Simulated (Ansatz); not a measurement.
## fluorite-type NiSi2 (0 0 1) on wurtzite GaN (1 1 0) (film strained to the substrate, faces as cut)

A periodic stack without vacuum, fluorite-type NiSi2 (0 0 1) on wurtzite GaN (1 1 0) (film strained to the substrate, faces as cut): substrate slab Ga18N18, film Ni8Si16, surface cells [[0, 1], [-1, 0]] and [[0, -1], [2, 1]], film strained by -3.7 and +2.4 %, faces GaN/GaN and Si/Ni as cut (like faces can put a slab off its formula).

The start was prepared with a machine-learned potential, and the result is one local minimum, with the in-plane cell held and forces under 0.04 eV/Å; the film can end far from its bulk form.

The numbers are results of PBE (plane waves to 420 eV, PAW; Ansatz, a program for electronic structure), not measurements. No spin–orbit coupling; the runs are not spin-polarised; PBE gaps are too small against experiment. Its k-point mesh 5×5×1, Fermi–Dirac width 0.05 eV.

The interface area is 29.2 Å² and the period is 25.99 Å. The gaps between the outermost planes at the two interfaces is 1.70 and 1.59 Å and the Ga–Ni contacts across the interfaces within 1.22 times the sum of covalent radii is 4, mean 2.82 Å. The N–Ni contacts across the interfaces within 1.22 times the sum of covalent radii comes out as 2, mean 2.02 Å and the Ga–Si contacts across the interfaces within 1.22 times the sum of covalent radii is 2, mean 2.36 Å. The N–Si contacts across the interfaces within 1.22 times the sum of covalent radii is 2, mean 1.84 Å. The estimate of the barrier is withheld, since the two interfaces are unlike. The slope of the mean potential energy in the substrate is -6.3 MV/cm × e.

```xyz
60
Lattice="5.5744 0.0000 0.0650 -0.0010 5.2433 0.0393 -1.5393 0.1826 25.9746" Properties=species:S:1:pos:R:3 pbc="T T T"
Ga     2.1887     2.9594     0.8098
Ga     0.3474     5.5817     0.8122
N      2.2022     4.9313     0.8757
N      0.3310     2.3102     0.8329
Ga     4.9574     2.9627     2.4521
Ga     3.1146     5.5847     2.4494
N      4.9605     4.9351     2.4843
N      3.1111     2.3135     2.4415
Ga     2.1534     2.9610     4.0302
Ga     0.3076     5.5825     4.0300
N      2.1610     4.9327     4.0676
N      0.2992     2.3112     4.0283
Ga     4.9268     2.9480     5.6797
Ga     3.0715     5.5696     5.6737
N      4.9290     4.9231     5.7011
N      3.0693     2.3012     5.6579
Ga     2.1207     2.9386     7.2456
Ga     0.2657     5.5595     7.2466
N      2.1233     4.9130     7.2830
N      0.2621     2.2916     7.2500
Ga    -0.6874     2.9279     8.8413
Ga     3.0354     5.5485     8.8938
N     -0.6811     4.9028     8.8530
N      3.0299     2.2801     8.8727
Ga     2.0731     2.9200    10.4504
Ga     0.2344     5.5404    10.4590
N      2.0891     4.8906    10.5056
N      0.2172     2.2716    10.4891
Ga    -0.7444     2.9128    12.0844
Ga     3.0111     5.5205    12.1218
N     -0.7164     4.8769    12.0454
N      2.9885     2.2417    12.0556
Ga     2.0664     2.8527    13.6395
Ga     0.1670     5.4832    13.6742
N      2.0629     4.8379    13.7111
N      0.1262     2.2509    13.7564
Ni     3.9517     3.7308    19.8547
Ni     1.2213     1.0891    19.8150
Ni     1.1647     3.6942    16.9697
Ni     4.1228     1.1895    17.2069
Ni     3.8938     3.5659    25.2301
Ni     1.1719     0.9432    25.1801
Ni     1.1470     3.7132    22.4847
Ni     3.9673     1.0975    22.5272
Si    -0.1479    -0.2159    18.4110
Si     2.5895     2.4269    18.4541
Si     2.5759    -0.2058    18.3856
Si    -0.1390     2.4490    18.4884
Si     2.4160    -0.1869    15.4692
Si    -0.3868     2.4788    15.5109
Si    -0.7085    -0.4301    15.7191
Si     2.5331     2.1682    15.8579
Si    -0.3159    -0.2844    23.8774
Si     2.4605     2.3380    23.9405
Si     2.6208    -0.2924    23.9200
Si    -0.1625     2.3379    23.9025
Si     2.5880    -0.2144    21.1816
Si    -0.2179     2.3992    21.1363
Si    -0.2283    -0.2127    21.1371
Si     2.5760     2.3988    21.2190
```
